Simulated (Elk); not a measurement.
Elk run on GaSb₃ (Fm-3m, 4 atoms in the cell): self-consistent single point.

Method of the run: Elk with PBEsol, all-electron FP-LAPW, Elk's shipped species files, LAPW+lo basis.

The change in words: lattice scaled by 0.98. Reference geometry:
```xyz
4
Lattice="0.0000 3.7306 3.7306 3.7306 0.0000 3.7306 3.7306 3.7306 0.0000" Properties=species:S:1:pos:R:3 pbc="T T T"
Ga     0.0000     0.0000     0.0000
Sb     1.8653     1.8653     1.8653
Sb     5.5959     5.5959     5.5959
Sb     3.7306     3.7306     3.7306
```

Reference input (self-consistent single point, DFT, PBEsol, all-electron FP-LAPW, Elk's shipped species files, LAPW+lo basis): xctype = 22; rgkmax = 8; stype = 0; swidth = 0.00499791 Ha; ngridk = 9 9 9; gmaxvr = 14 1/bohr; nxoapwlo = 1. This run's input differs from it in these lines:

```diff
@@ -22,5 +22,5 @@
 avec
-    0.0000000000    7.0498028319    7.0498028319
-    7.0498028319    0.0000000000    7.0498028319
-    7.0498028319    7.0498028319    0.0000000000
+    0.0000000000    6.9088065863    6.9088065863
+    6.9088065863    0.0000000000    6.9088065863
+    6.9088065863    6.9088065863    0.0000000000
```

The program printed (abridged):

```
│ Self-consistent loop started │
│ Loop number : 1 │
 total energy                :     -21399.7006012
│ Loop number : 2 │
 total energy                :     -21399.6728463
RMS change in Kohn-Sham potential (target) :   0.1040957291     (  0.1000000000E-05)
Absolute change in total energy (target)   :   0.2775487916E-01 (  0.1000000000E-03)
│ Loop number : 3 │
 total energy                :     -21399.3179805
RMS change in Kohn-Sham potential (target) :   0.1015455683     (  0.1000000000E-05)
Absolute change in total energy (target)   :   0.3618045126     (  0.1000000000E-03)
│ Loop number : 4 │
   [... lines left out ...]
Absolute change in total energy (target)   :   0.4823490272E-03 (  0.1000000000E-03)
│ Loop number : 14 │
 total energy                :     -21385.3080034
RMS change in Kohn-Sham potential (target) :   0.8136758161E-07 (  0.1000000000E-05)
Absolute change in total energy (target)   :   0.1073723615E-03 (  0.1000000000E-03)
│ Loop number : 15 │
 total energy                :     -21385.3080140
RMS change in Kohn-Sham potential (target) :   0.1321360931E-07 (  0.1000000000E-05)
Absolute change in total energy (target)   :   0.1619608156E-04 (  0.1000000000E-03)
Convergence targets achieved

│ Loop number : 16 │

Energies :
 Fermi                       :     0.279739693964
 total energy                :     -21385.3080144

Density of states at Fermi energy :    85.64567832
 (states/Hartree/unit cell)

Estimated indirect band gap :   0.1653451586E-02
 from k-point     18 to k-point     22
Estimated direct band gap   :   0.5756401282E-02
 at k-point     30

Charges :
 core                        :    126.0000000
 valence                     :    58.00000000
 interstitial                :    7.735105953
 muffin-tins (core leakage)
  species :    1 (Ga)
   atom    1                 :    29.50001692     (  0.7504851205E-03)
  species :    2 (Sb)
   atom    1                 :    48.92047321     (  0.7874259025E-03)
   atom    2                 :    48.92047321     (  0.7874259025E-03)
   atom    3                 :    48.92393071     (  0.7881771432E-03)
 total in muffin-tins        :    176.2648940
 total calculated charge     :    183.9861701
 total charge                :    184.0000000
 error                       :   0.1382993794E-01

│ Self-consistent loop stopped │
```

The run converged in 16 iterations. The count includes the last loop, which Elk runs after its targets are met. Against the reference run the total energy drops by 14.2 meV/atom.

The starting cell comes from a database of computed structures (which also holds hypothetical and non-ambient phases and stackings), without a prior relaxation at this level. For this run, on top of that: lattice scaled by 0.98. Spin-orbit coupling is off. Values depend on the basis (sphere radii, cutoffs, local orbitals), which need not be converged. The run gives no clean gap (levels at the Fermi energy touch, overlap or are partly filled at this smearing), which alone does not show that the compound is a metal. The log's line on a gap gives a spacing of levels on this mesh, which the program prints for metals too.

Cost on one core of a shared machine: roughly 40 s.
